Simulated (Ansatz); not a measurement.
Abridged Ansatz (a program for electronic structure) output:

```
Relaxation: its limit of steps is 50 (relax.max_steps)
Pseudopotential: C, paw, valence charge 4
Pseudopotential: W, paw, valence charge 14
Crystal: 3 atoms, lattice volume = 37.233 Å³
Basis set: ecut = 420 eV, 711 PW (Γ), exchange–correlation on 48×48×64 points (8 copies of the dense FFT grid, shifted against one another)
Bands: 20, of which v1, the nominal top of the filled ones, is band 16 counted from 1 (15 counted from 0)
Symmetry: 12 space group operations
k-points: 604 of 6292
Functional: x = pbe(κ = 0.804, μ = 0.2195149727645171), c = pbe(β = 0.06672455060314922)
SCF iter   1: F=—  HF=-21025.872969 eV  |F-HF|=—  |Δ(HF+E_count)|=         —  Δρ=1.08e-1  dr2=6.34e0  ethr=3.10e-3  ⟨swp⟩=5.0  Hψ=112152  notcnv=0  defer=17
SCF iter   2: F=—  HF=-21025.099141 eV  |F-HF|=—  |Δ(HF+E_count)|=   7.74e-1  Δρ=7.69e-2  dr2=3.35e0  ethr=3.10e-3  ⟨swp⟩=2.0  Hψ=23090  notcnv=0  defer=469
SCF 1 converged in 9 iterations: F = -21024.264849 eV  dr2 = 1.70e-11
relax step   1: F+E_penalty+E_count = -21024.26484892 eV  Δ(F+E_penalty+E_count) = +0.000e0 eV  max|allowed force component| = 3.886e-3 eV/Å  Δτ_max = 0.0000 Å  (9 SCF iters, accepted)
SCF converged after 9 iterations
Free energy (F): -21024.264849 eV
Internal energy: -21024.216464 eV  (E = F + TS)
E sigma→0 (E₀):  -21024.240656 eV
Entropy (-TS):   -0.048385 eV (-16.128 meV/atom)
Fermi energy:    21.781187 eV
  E_disp       = -1.594504  (pairwise vdW)
--- Forces (eV/Å), atoms counted from 1 ---
  atom   1  C     -0.00000000     0.00000000     0.00000000
  atom   2  W      0.00000000    -0.00000000    -0.00388616
  atom   3  W     -0.00000000     0.00000000     0.00388616
--- Stress (GPa, compression-positive) ---
       -0.617895      -0.000000       0.000000
       -0.000000      -0.617895       0.000000
       -0.000000       0.000000      -1.262058
  P = ⅓ Tr σ = -0.8326 GPa (-8.326 kbar)
--- Relaxed structure (1 steps of the walk, 1 accepted, 0 SCFs on fresh bases) ---
  atoms:
    - { symbol: C, position: [0.0, 0.0, 0.0] }
    - { symbol: W, position: [0.3333333333333333, 0.6666666666666667, 0.25538225090000005] }
    - { symbol: W, position: [0.6666666666666666, 0.33333333333333337, 0.7446177491000001] }
```

### Question
What was computed, and what are the main results?

### Answer
W2C, 3 atoms in the cell, with DFT with PBE-D3(BJ), PAW potentials and a 420 eV plane-wave cutoff in Ansatz, spin-orbit coupling left out, earlier PAW set. The last SCF converged to F = -21024.264849 eV, or -7008.0883 eV per atom, at a pressure of -0.83 GPa. The total energy compares only with runs of the same code, potentials and settings.

The cells carry an imposed strain or load. No phonon test of stability was made. The final runs are not spin-polarised. The cell was made from W$_{2}$C (space group P-3m1, No. 164) by this change: uniaxial strain ε_zz = +0.23 %.

Keys are those of Ansatz 0.2.
